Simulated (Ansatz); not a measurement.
## Response to strain in Ir

The reference is Ir in the fcc (Cu type) structure (space group Fm-3m, No. 225; relaxed with 0.1 eV smearing).

```yaml
crystal:
  lattice:
    - [0.00000, 1.91555, 1.91555]
    - [1.91555, 0.00000, 1.91555]
    - [1.91555, 1.91555, 0.00000]
  atoms:
    - { symbol: Ir, position: [0.00000, 0.00000, 0.00000] }
```

Cartesian axes are those of the cell as printed.

Strains are applied to the cell and any free atomic positions relax; under biaxial strain the out-of-plane vector relaxes too; under stress the whole cell relaxes.

Level of theory: DFT with PBEsol, PAW potentials and a 420 eV plane-wave cutoff in Ansatz (a quantum-chemistry and plane-wave program), spin-orbit coupling left out.

Notes on the quantities. pressure: mean of the normal stresses, compression positive.

```tsv
case	shortest interatomic distance	space group	pressure
base	2.709 Å	Fm-3m (No. 225)	0.0 GPa
biaxial strain −3.74 %, plane normal [001], relaxed out of plane	2.608 Å	I4/mmm (No. 139)	20.8 GPa
biaxial strain −0.74 %, plane normal [001], relaxed out of plane	2.689 Å	I4/mmm (No. 139)	3.5 GPa
biaxial strain −3.50 %, plane normal [110], relaxed out of plane	2.614 Å	Immm (No. 71)	21.5 GPa
uniaxial strain ε_xx = −4.46 %	2.649 Å	I4/mmm (No. 139)	20.2 GPa
uniaxial strain ε_xx = −2.89 %	2.670 Å	I4/mmm (No. 139)	12.4 GPa
uniaxial strain ε_xx = +5.96 %	2.709 Å	I4/mmm (No. 139)	-18.5 GPa
uniaxial strain ε_zz = +3.14 %	2.709 Å	I4/mmm (No. 139)	-10.8 GPa
tensor shear ε_xz = +0.53 %	2.695 Å	Immm (No. 71)	0.1 GPa
uniaxial stress, 8 GPa tension along x	2.697 Å	I4/mmm (No. 139)	–
```

Beyond what the load breaks, stability against distortions was not tested. The final runs are not spin-polarised.
